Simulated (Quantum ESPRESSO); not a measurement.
## One base run on H8PtO6 (P1, 30 atoms in the cell) and variants with one or two settings moved

```
CELL_PARAMETERS angstrom
      5.60234     0.00000     0.00000
      0.83222     5.59474     0.00000
      0.50753     0.13751     7.39184
ATOMIC_POSITIONS crystal
  H  0.72374 0.12554 0.74811
  H  0.42242 0.20680 0.87931
  H  0.08708 0.37809 0.67388
  H  0.40137 0.10100 0.16173
  H  0.51658 0.82040 0.17017
  H  0.14929 0.44742 0.34253
  H  0.86730 0.59287 0.35176
  H  0.62761 0.74900 0.91575
  H  0.45627 0.44770 0.49246
  H  0.46192 0.44740 0.99872
  H  0.73990 0.60111 0.60579
  H  0.12649 0.80921 0.80052
  H  0.17530 0.75021 0.50965
  H  0.85233 0.13891 0.22614
  H  0.97459 0.00866 0.02205
  H  0.94418 0.04477 0.47758
  Pt 0.49846 0.00256 0.49995
  Pt 0.99180 0.47748 0.00338
  O  0.57845 0.04288 0.75807
  O  0.93149 0.40324 0.74948
  O  0.40905 0.95349 0.24042
  O  0.02887 0.56257 0.27039
  O  0.64235 0.63358 0.01954
  O  0.32475 0.34446 0.49252
  O  0.34990 0.31690 0.99212
  O  0.65837 0.65468 0.49278
  O  0.10854 0.78857 0.93574
  O  0.17672 0.89189 0.58214
  O  0.87219 0.16083 0.08076
  O  0.80420 0.13061 0.41246
```

Base run A: PBEsol, GBRV 1.5 ultrasoft (PBESOL) pseudopotentials run with Quantum ESPRESSO 7.5, self-consistent single point.

Its settings: ecutwfc = 40 Ry; ecutrho = 320 Ry; occupations = fixed; potentials = {H: h_pbesol_v1.4.uspp.F.UPF, Pt: pt_pbesol_v1.4.uspp.F.UPF, O: o_pbesol_v1.2.uspp.F.UPF}; K_POINTS = automatic 4 4 3 1 1 1; nbnd = 64; conv_thr = 1e-10 Ry; mixing_beta = 0.4.

The starting cell comes from a database of computed structures (which also holds hypothetical and non-ambient phases and stackings), without a prior relaxation at this level. Its lattice was rescaled by a random factor within 2.5 % of one. Spin-orbit coupling is off. In the base run, with a pressure of about -3 GPa the cell is away from its equilibrium volume at this level. The shifted mesh does not hold Γ, so a gap read on it misses any band edge there.

ΔF is the free energy per atom less that of run A. 

```csv
run,change,ΔF (meV/atom),pressure (GPa),largest force (eV/Å),gap on the mesh (eV)
A,base,0.00,-3.31,0.862,2.128
B,ecutwfc: 40 Ry → 60 Ry; ecutrho: 320 Ry → 480 Ry,-6.0,-3.26,0.864,2.128
C,nbnd: 64 → 68,0.00,-3.31,0.862,2.128
```

Run B against A: The free energy goes down by 6.0 meV/atom, the pressure moves little (-3.31 to -3.26 GPa), the largest force hardly changes (0.862 to 0.864 eV/Å) and the gap on the mesh stays at 2.128 eV.

Run C against A: The free energy is nearly the same (within 1 meV/atom), the pressure stays at -3.31 GPa, the largest force stays at 0.862 eV/Å and the gap on the mesh stays at 2.128 eV.
